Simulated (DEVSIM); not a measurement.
Device: abrupt GaP p-n junction, at 300 K.

Layer 1 from the left is GaP, thickness (μm) 0.270, Na (cm⁻³) 6.9e18, τn (s) 5.7e-7, τp (s) 5.7e-7. Layer 2 from the left is GaP, thickness (μm) 110, Nd (cm⁻³) 1.9e17, τn (s) 5.7e-7, τp (s) 1.7e-7.

Left contact: ohmic. Right contact: ohmic. Voltage is applied to the left contact. Recombination: SRH at mid-gap. Mobility is μmin + (μ − μmin)/(1 + (N/Nref)^α).

The device is made up for the run: typed textbook-type constants, with dimensions and the other settings drawn at random. Values at 300 K.

GaP: gap (eV) 2.26, affinity (eV) 3.8, permittivity 11.1, Nc (cm⁻³) 1.8e19, Nv (cm⁻³) 1.9e19, μn (cm²/Vs) 250, μp (cm²/Vs) 150, μn,min 10, μp,min 10, Nref,n 4.4e18, Nref,p 1e18, αn 0.8, αp 0.85.

Simulated with DEVSIM: 1D drift-diffusion, Boltzmann statistics, complete ionisation; no tunnelling, impact ionisation, image-force lowering or self-heating.

**Question.** What does the simulation give for the dark forward voltage at 1 A/cm², the dark forward voltage at 100 A/cm², the largest field in the device at zero bias, the potential step across the device at zero bias?

**Answer.** dark forward voltage at 1 A/cm² 1.886 V; dark forward voltage at 100 A/cm² 2.153 V; largest field in the device at zero bias 360000 V/cm; potential step across the device at zero bias 2.116 V.
